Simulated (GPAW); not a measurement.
GPAW run on La (P6_3/mmc, 4 atoms in the cell): self-consistent single point.

Computed with PBE, GPAW PAW datasets PBE (gpaw-data 1.0.1) (plane waves; GPAW 25.7.0).

The change in words: lattice scaled by 0.98. Reference geometry:
```
CELL_PARAMETERS angstrom
      1.88500    -3.26492     0.00000
      1.88500     3.26492     0.00000
      0.00000     0.00000    12.16000
ATOMIC_POSITIONS crystal
  La 0.00000 0.00000 0.50000
  La 0.00000 0.00000 0.00000
  La 0.33333 0.66667 0.25000
  La 0.66667 0.33333 0.75000
```

Reference input (self-consistent single point, DFT PBE, plane waves, GPAW PAW datasets PBE (gpaw-data 1.0.1)): mode = pw; ecut = 850 eV; xc = PBE; kpts = 7 7 2; mesh shift (steps) = 0 0 0; occupations.name = fermi-dirac; occupations.width = 0.1 eV; nbands = -10; convergence.density = 1e-05 e/electron; convergence.energy = 1e-05 eV/electron; symmetry.symmorphic = false; symmetry.tolerance = 0.0005. This run's input differs from it in these lines:

```diff
@@ -5,9 +5,9 @@
 atoms = Atoms(['La', 'La', 'La', 'La'],
-              cell=[[1.885000, -3.264916, 0.000000],
-                    [1.885000, 3.264916, 0.000000],
-                    [0.000000, 0.000000, 12.160000]],
-              positions=[[0.000000, 0.000000, 6.080000],
+              cell=[[1.847300, -3.199617, 0.000000],
+                    [1.847300, 3.199617, 0.000000],
+                    [0.000000, 0.000000, 11.916800]],
+              positions=[[0.000000, 0.000000, 5.958400],
                          [0.000000, 0.000000, 0.000000],
-                         [1.885000, 1.088305, 3.040000],
-                         [1.885000, -1.088305, 9.120000]],
+                         [1.847300, 1.066539, 2.979200],
+                         [1.847300, -1.066539, 8.937600]],
               pbc=True)
```

The program printed (abridged):

```
     iter     time        total  log10-change:
                         energy   eigst   dens
iter:   1 --:--:--   -19.303710
iter:   2 --:--:--   -19.306883   -0.27  -1.33
iter:   3 --:--:--   -19.274142   -0.01  -1.33
iter:   4 --:--:--   -19.003705   -0.61  -1.46
iter:   5 --:--:--   -19.035434   -1.10  -1.83
   [... 7 lines left out ...]
iter:  13 --:--:--   -18.952415   -2.32  -2.39
iter:  14 --:--:--   -18.953061   -2.94  -2.92
iter:  15 --:--:--   -18.951855   -2.63  -2.84
iter:  16 --:--:--   -18.951836   -3.31  -2.99
iter:  17 --:--:--   -18.951949c  -3.51  -2.87
iter:  18 --:--:--   -18.951779c  -3.25  -2.89
iter:  19 --:--:--   -18.951935c  -3.57  -2.89
iter:  20 --:--:--   -18.952027c  -3.61  -3.08
iter:  21 --:--:--   -18.951820c  -3.91  -3.12
   [... 22 lines left out ...]
iter:  44 --:--:--   -18.951883c  -6.52  -4.89
iter:  45 --:--:--   -18.951888c  -6.48  -4.89
iter:  46 --:--:--   -18.951884c  -7.11  -4.74
iter:  47 --:--:--   -18.951887c  -6.95  -4.84
iter:  48 --:--:--   -18.951885c  -7.44c -4.69
iter:  49 --:--:--   -18.951886c  -7.26  -4.72
iter:  50 --:--:--   -18.951883c  -6.93  -4.71
iter:  51 --:--:--   -18.951877c  -6.68  -4.75
iter:  52 --:--:--   -18.951877c  -7.28  -4.81
iter:  53 --:--:--   -18.951878c  -7.67c -5.01c
Converged after 53 iterations.

Dipole moment: (-0.000000, -0.000000, -0.000000) |e|*Ang

Energy contributions relative to reference atoms: (reference = -924452.490885)

Kinetic:        +34.348759
Potential:      -19.318163
External:        +0.000000
XC:             -32.433715
Entropy (-ST):   -0.180396
Local:           -1.458560
SIC:             +0.000000
--------------------------
Free energy:    -19.042076
Extrapolated:   -18.951878

Showing only first 2 kpts
 Kpt  Band  Eigenvalues  Occupancy
  0    20     10.90040    0.00780
  0    21     11.03676    0.00200
  0    22     11.62385    0.00001
  0    23     11.62385    0.00001

  1    20     11.14304    0.00069
  1    21     11.14304    0.00069
  1    22     11.69033    0.00000
  1    23     11.69106    0.00000

Fermi level: 10.34607

No gap
No difference between direct/indirect transitions
Energy (eV): -18.951878

Forces in eV/Ang:
  0 La    0.00000    0.00000    0.00000
  1 La   -0.00000    0.00000    0.00000
  2 La   -0.00000    0.00000   -0.00000
  3 La   -0.00000    0.00000   -0.00000

Stress tensor:
    -0.009189    -0.000000     0.000000
     0.000000    -0.009189    -0.000000
     0.000000    -0.000000    -0.011273
Stress (GPa, Voigt): [-1.4723 -1.4723 -1.8061 -0.      0.     -0.    ]
```

The run converged in 53 iterations. GPAW prints stress with tension positive. Against the reference run the free energy goes up by 9.7 meV/atom and the pressure goes from -0.11 to 1.58 GPa.

The starting cell has typed, rounded lattice constants, without a prior relaxation at this level. For this run, on top of that: lattice scaled by 0.98.

Cost on one core of a shared machine: roughly 3 min.
